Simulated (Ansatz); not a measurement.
Ansatz (an electronic-structure program) run on Be2Ag (R3m, 6 atoms in the cell): self-consistent single point.

Method of the run: LDA (PW92), default PAW files made with PBE (plane waves; Ansatz).

The change in words: lattice scaled by 0.98; kpoints.mp_grid.grid: 9 9 9 → 8 8 8; scf.occupations.width: 0.1 eV → 0.05 eV. Reference geometry:
```
CELL_PARAMETERS angstrom
      0.00000     3.18048     3.18048
      3.18048     0.00000     3.18048
      3.18048     3.18048     0.00000
ATOMIC_POSITIONS crystal
  Be 0.62500 0.62500 0.12500
  Be 0.62500 0.12500 0.62500
  Be 0.62954 0.62954 0.62954
  Be 0.12500 0.62500 0.62500
  Ag 0.25000 0.25000 0.25000
  Ag 0.00000 0.00000 0.00000
```

Reference input (self-consistent single point, DFT, LDA (PW92), plane waves, default PAW files made with PBE): basis.ecutwfc = 420 eV; kpoints.mp_grid.grid = 9 9 9; hamiltonian.xc = lda; hamiltonian.pseudopotentials = {kind: paw} (the program's default PAW files); scf.occupations.method = fermi_dirac; scf.occupations.width = 0.1 eV. This run's input differs from it in these lines:

Ansatz 0.2 input:
```diff
@@ -3,5 +3,5 @@
   lattice:
-    - [0.00000000, 3.18048300, 3.18048300]
-    - [3.18048300, 0.00000000, 3.18048300]
-    - [3.18048300, 3.18048300, 0.00000000]
+    - [0.00000000, 3.11687300, 3.11687300]
+    - [3.11687300, 0.00000000, 3.11687300]
+    - [3.11687300, 3.11687300, 0.00000000]
   atoms:
@@ -16,3 +16,3 @@
 kpoints:
-  mp_grid: { grid: [9, 9, 9] }
+  mp_grid: { grid: [8, 8, 8] }
 hamiltonian:
@@ -21,3 +21,3 @@
 scf:
-  occupations: { method: fermi_dirac, width: 0.1 }
+  occupations: { method: fermi_dirac, width: 0.05 }
 output:
```

The program printed (abridged):

```
SCF iter   1: F=—  HF=-15269.438409 eV  |F-HF|=—  |Δ(HF+E_count)|=         —  Δρ=9.25e-3  dr2=3.58e-2  ethr=1.77e-3  ⟨swp⟩=6.6  Hψ=8653  notcnv=0  defer=6
all-band conjugate gradients solve this SCF's bands
preconditioner: auto → Kerker (q_TF=auto, 2.606 Å⁻¹)
SCF iter   2: F=—  HF=-15269.428679 eV  |F-HF|=—  |Δ(HF+E_count)|=   9.73e-3  Δρ=3.07e-3  dr2=2.55e-3  ethr=7.79e-5  ⟨swp⟩=2.0  Hψ=3544  notcnv=0  defer=66
   [... lines left out ...]
SCF iter   4: F=—  HF=-15269.427924 eV  |F-HF|=—  |Δ(HF+E_count)|=   2.36e-4  Δρ=1.62e-4  dr2=2.89e-5  ethr=1.88e-6  ⟨swp⟩=2.0  Hψ=2627  notcnv=0  defer=66
SCF iter   5: F=—  HF=-15269.427913 eV  |F-HF|=—  |Δ(HF+E_count)|=   1.10e-5  Δρ=3.19e-5  dr2=5.46e-7  ethr=6.28e-8  ⟨swp⟩=2.0  Hψ=2776  notcnv=0  defer=66
SCF iter   6: F=—  HF=-15269.427913 eV  |F-HF|=—  |Δ(HF+E_count)|=   1.42e-7  Δρ=1.51e-5  dr2=1.21e-7  ethr=2.17e-10  ⟨swp⟩=7.8  Hψ=8099  notcnv=0
SCF iter   7: F=-15269.427913 eV  HF=-15269.427913 eV  |F-HF|=4.67e-9  |Δ(HF+E_count)|=   2.68e-8  Δρ=4.35e-6  dr2=8.96e-9  ethr=2.17e-10  ⟨swp⟩=4.0  Hψ=5432  notcnv=0
SCF 1 converged in 7 iterations: F = -15269.427913 eV  dr2 = 8.96e-9
Free energy (F): -15269.427913 eV
Internal energy: -15269.416450 eV  (E = F + TS)
E sigma→0 (E₀):  -15269.422181 eV
Entropy (-TS):   -0.011463 eV (-1.910 meV/atom)
Fermi energy:    14.382313 eV
--- Forces (eV/Å), atoms counted from 1 ---
  atom   1  Be     0.10014866     0.10014866     0.04709903
  atom   2  Be     0.10014866     0.04709903     0.10014866
  atom   3  Be    -0.29921249    -0.29921249    -0.29921249
  atom   4  Be     0.04709903     0.10014866     0.10014866
  atom   5  Ag     0.02569995     0.02569995     0.02569995
  atom   6  Ag     0.02611796     0.02611796     0.02611796
--- Stress (GPa, compression-positive) ---
        2.944035       0.035281       0.035281
        0.035281       2.944035       0.035281
        0.035281       0.035281       2.944035
  P = ⅓ Tr σ = 2.9440 GPa (29.440 kbar)
  The stress holds the Pulay correction. Without it, at fixed plane waves, as pw.x and ABINIT print it: P = 2.9198 GPa
```

The run converged in 7 iterations. Against the reference run the free energy drops by 3.5 meV/atom, the pressure goes from -5.75 to 2.94 GPa and the largest force goes from 0.456 to 0.518 eV/Å.

The starting cell comes from a database of computed structures (which also holds hypothetical and non-ambient phases and stackings), without a prior relaxation at this level. Its lattice was rescaled by up to half a per cent. One atom was moved a little off its site on purpose. For this run, on top of that: lattice scaled by 0.98. Ansatz's pressure includes its estimate of the finite-basis (Pulay) stress.
